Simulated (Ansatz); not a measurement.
Cost and result by functional for the surface energy of the (21-31) surface of hcp Tl in its 1x1 cell, outermost plane spacing 0.19 Å in the ideal cut, in Ansatz (plane waves, PAW). Single points on the PBE structure, on one kind of machine; costs are rough ratios of the slab run's core time (references not counted) to the cheapest single point. r2SCAN's cost holds its higher cutoff (500 against 420 eV). Differences are taken against r2SCAN for comparison alone: no measured value is at hand, so the table doesn't rank accuracy.

Slab: 20 atoms, 10.5 Å thick at the start; k 6x5x1, smearing 0.1 eV, dipole-corrected; all atoms relaxed; symmetry of the start imposed; no spin, no spin-orbit, no U. These notes are the PBE run's.

| functional | relative cost | surface energy (J/m²) | less r2SCAN (J/m²) |
|---|---|---|---|
| LDA | 1 | 0.46 | 0.08 |
| PBEsol | 1 | 0.40 | 0.02 |
| RPBE | 1 | 0.20 | -0.18 |
| r2SCAN | 2 | 0.38 | 0.00 |
| PBE (the relaxed run's value) | – | 0.30 | -0.08 |

The values span 0.26 J/m², while the single points' costs differ by a factor of roughly 2. Differences are of unrounded values.

Ansatz is a first-principles code.
